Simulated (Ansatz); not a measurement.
Results of PBE0 in Ansatz (plane waves, PAW) for Si (I4/mmm, No. 139, 4 atoms in the cell; start mp-999200; another form than the element's usual one).

Run with plane-wave cutoff 460 eV, 8×8×8 k mesh, Fermi–Dirac smearing 0.01 eV, scalar-relativistic PAW data made under PBE.

Cell (relaxed with PBEsol):

```cif
data_Si8
_chemical_formula_sum 'Si8'
_space_group_name_H-M_alt 'I4/mmm'
_space_group_IT_number 139
_space_group_name_Hall '-I 4 2'
_cell_length_a 6.64463
_cell_length_b 6.64463
_cell_length_c 3.83745
_cell_angle_alpha 90.000
_cell_angle_beta 90.000
_cell_angle_gamma 90.000
loop_
_atom_site_label
_atom_site_type_symbol
_atom_site_symmetry_multiplicity
_atom_site_Wyckoff_symbol
_atom_site_fract_x
_atom_site_fract_y
_atom_site_fract_z
_atom_site_occupancy
Si1 Si 8 h 0.17873 0.17873 0.00000 1
```
(The calculation used a cell of 4 atoms; values per cell refer to that cell.)

Problem. Estimate the band gap, smallest direct gap on the k points sampled and direct gap at Γ that the calculation returns.

Solution. 
- band gap = 1.40 eV (indirect)
- smallest direct gap on the k points sampled = 1.60 eV
- direct gap at Γ = 3.34 eV

The computed numbers hold no vibrational or temperature effects.

Computing time: around 6 core-minutes (rough).

A start named mp-… is a Materials Project structure, which need not be a measured phase.

Ansatz is an electronic-structure program.
